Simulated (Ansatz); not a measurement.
Ansatz (a first-principles code) run on Nb6GePt (Pm-3, 8 atoms in the cell): self-consistent single point.

Method: LDA (PW92), PAW files made with PBE (plane waves; Ansatz).

The change in words: lattice scaled by 0.98. Reference geometry:
```
Nb6GePt
1.0
    5.06625     0.00000     0.00000
    0.00000     5.06625     0.00000
    0.00000     0.00000     5.06625
Nb Ge Pt
6 1 1
Direct
  0.00000   0.50000   0.74989
  0.00000   0.50000   0.25011
  0.74989   0.00000   0.50000
  0.25011   0.00000   0.50000
  0.50000   0.74989   0.00000
  0.50000   0.25011   0.00000
  0.00000   0.00000   0.00000
  0.50000   0.50000   0.50000
```

Reference input (self-consistent single point, DFT, LDA (PW92), plane waves, PAW files made with PBE): kpoints.mp_grid.grid = 5 5 5; hamiltonian.xc = lda; hamiltonian.pseudopotentials = {kind: paw} (the program's default PAW files); scf.occupations.method = gaussian; scf.occupations.width = 0.1 eV. This run's input differs from it in these lines:

```diff
@@ -2,5 +2,5 @@
   lattice:
-    - [5.06624900, 0.00000000, 0.00000000]
-    - [0.00000000, 5.06624900, 0.00000000]
-    - [0.00000000, 0.00000000, 5.06624900]
+    - [4.96492400, 0.00000000, 0.00000000]
+    - [0.00000000, 4.96492400, 0.00000000]
+    - [0.00000000, 0.00000000, 4.96492400]
   atoms:
```

Output (repeated stretches shortened):

```
SCF iter   1: F=—  HF=-43133.740115 eV  |F-HF|=—  |Δ(HF+E_count)|=         —  Δρ=2.07e-1  dr2=1.12e2  ethr=3.10e-3  ⟨swp⟩=5.7  Hψ=2359  notcnv=0
all-band conjugate gradients solve this SCF's bands
preconditioner: auto → Kerker (q_TF=auto, 2.680 Å⁻¹)
SCF iter   2: F=—  HF=-43123.300327 eV  |F-HF|=—  |Δ(HF+E_count)|=    1.04e1  Δρ=9.86e-2  dr2=2.56e1  ethr=3.10e-3  ⟨swp⟩=3.0  Hψ=1566  notcnv=0  defer=47
   [... lines left out ...]
SCF iter   7: F=—  HF=-43120.107084 eV  |F-HF|=—  |Δ(HF+E_count)|=   1.45e-3  Δρ=2.16e-4  dr2=6.76e-5  ethr=5.20e-6  ⟨swp⟩=2.0  Hψ=925  notcnv=0  defer=37
SCF iter   8: F=—  HF=-43120.107074 eV  |F-HF|=—  |Δ(HF+E_count)|=   9.45e-6  Δρ=4.44e-5  dr2=3.25e-6  ethr=6.14e-8  ⟨swp⟩=2.1  Hψ=1259  notcnv=0  defer=37
SCF iter   9: F=—  HF=-43120.107073 eV  |F-HF|=—  |Δ(HF+E_count)|=   1.17e-6  Δρ=1.20e-5  dr2=3.06e-7  ethr=2.96e-9  ⟨swp⟩=2.0  Hψ=979  notcnv=0  defer=37
SCF iter  10: F=-43120.107073 eV  HF=-43120.107073 eV  |F-HF|=2.47e-9  |Δ(HF+E_count)|=   9.43e-8  Δρ=1.53e-6  dr2=3.63e-9  ethr=9.09e-11  ⟨swp⟩=11.0  Hψ=2863  notcnv=0
SCF 1 converged in 10 iterations: F = -43120.107073 eV  dr2 = 3.63e-9
Free energy (F): -43120.107073 eV
Internal energy: -43120.058829 eV  (E = F + TS)
E sigma→0 (E₀):  -43120.082951 eV
Entropy (-TS):   -0.048244 eV (-6.031 meV/atom)
Fermi energy:    20.790457 eV
--- Forces (eV/Å), atoms counted from 1 ---
  atom   1  Nb     0.00000000     0.00000000    -0.25582027
  atom   2  Nb     0.00000000     0.00000000     0.25582027
  atom   3  Nb    -0.25582027     0.00000000     0.00000000
  atom   4  Nb     0.25582027     0.00000000     0.00000000
  atom   5  Nb     0.00000000    -0.25582027     0.00000000
  atom   6  Nb    -0.00000000     0.25582027     0.00000000
  atom   7  Ge    -0.00000000     0.00000000     0.00000000
  atom   8  Pt     0.00000000    -0.00000000    -0.00000000
--- Stress (GPa, compression-positive) ---
       18.272875       0.000000       0.000000
        0.000000      18.272875       0.000000
        0.000000       0.000000      18.272875
  P = ⅓ Tr σ = 18.2729 GPa (182.729 kbar)
  The stress holds the Pulay correction. Without it, at fixed plane waves, as pw.x and ABINIT print it: P = 18.2487 GPa
```

The run converged in 10 iterations. Against the reference run the free energy goes up by 60.5 meV/atom, the pressure goes from 2.79 to 18.27 GPa and the largest force goes from 0.226 to 0.256 eV/Å.

The starting cell comes from a database of computed structures (which also holds hypothetical and non-ambient phases and stackings), without a prior relaxation at this level. Its lattice was rescaled by a random factor within 2.5 % of one. For this run, on top of that: lattice scaled by 0.98. Spin polarisation is off. With a pressure of about 18 GPa the cell is away from its equilibrium volume at this level. Ansatz's pressure includes its estimate of the finite-basis (Pulay) stress.

Keys are those of Ansatz 0.2.
